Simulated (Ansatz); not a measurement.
Base system: Sr in the fcc (Cu type) structure (space group Fm-3m, No. 225).

```
CELL_PARAMETERS angstrom
      0.00000     2.96126     2.96126
      2.96126     0.00000     2.96126
      2.96126     2.96126     0.00000
ATOMIC_POSITIONS crystal
  Sr 0.00000 0.00000 0.00000
```

Cartesian axes are those of the cell as printed.

Method: Kohn–Sham DFT with the PBEsol functional, run in Ansatz (an electronic-structure program) with PAW and 420 eV plane waves, no SOC.

Strains are applied to the cell and any free atomic positions relax; under biaxial strain the out-of-plane vector relaxes too.

One change was made to it. Results:

| quantity | base | after |
|---|---|---|
| pressure (mean of the normal stresses, compression positive) | 0.0 GPa | -0.1 GPa |
| energy relative to the base (free energy F) | 0 meV/atom | +0.4 meV/atom |
| volume per atom | 51.93 Å³ | 52.22 Å³ |

### Question
What was done to the base?
A) biaxial strain +2.50 %, plane normal [001], relaxed out of plane
B) biaxial strain +1.00 %, plane normal [001], relaxed out of plane
C) biaxial strain +3.00 %, plane normal [001], relaxed out of plane
D) biaxial strain +1.50 %, plane normal [001], relaxed out of plane
E) biaxial strain −2.00 %, plane normal [001], relaxed out of plane

### Answer
B, biaxial strain +1.00 %, plane normal [001], relaxed out of plane. For comparison, the volume per atom in the other runs: biaxial strain −2.00 %, plane normal [001], relaxed out of plane gives 51.12 Å³; biaxial strain +3.00 %, plane normal [001], relaxed out of plane gives 52.46 Å³; biaxial strain +2.50 %, plane normal [001], relaxed out of plane gives 52.45 Å³; biaxial strain +1.50 %, plane normal [001], relaxed out of plane gives 52.33 Å³.

Whether these cells are dynamically stable was not tested.
